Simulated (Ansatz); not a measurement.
## CdSe, response to strain

Base system: CdSe in the zinc blende structure (space group F-43m, No. 216).

```
CdSe
1.0
    0.00000     3.09821     3.09821
    3.09821     0.00000     3.09821
    3.09821     3.09821     0.00000
Cd Se
1 1
Direct
  0.00000   0.00000   0.00000
  0.25000   0.25000   0.25000
```

Strains are applied to the cell and any free atomic positions relax.

All numbers come from PBE (Ansatz, a quantum-chemistry and plane-wave program), no spin-orbit coupling.

Candidates:
(a) isotropic strain −0.50 %
(b) isotropic strain +2.00 %
(c) isotropic strain −3.00 %
(d) isotropic strain −2.50 %
(e) isotropic strain +1.00 %

For the base:

```
Item        Value
--------  -------
Band gap  0.49 eV
```

Problem. Order them by band gap, highest first.

Solution. (c) isotropic strain −3.00 % (0.68 eV), (d) isotropic strain −2.50 % (0.65 eV), (a) isotropic strain −0.50 % (0.53 eV), (e) isotropic strain +1.00 % (0.43 eV), (b) isotropic strain +2.00 % (0.37 eV)

Whether these cells are dynamically stable was not tested.
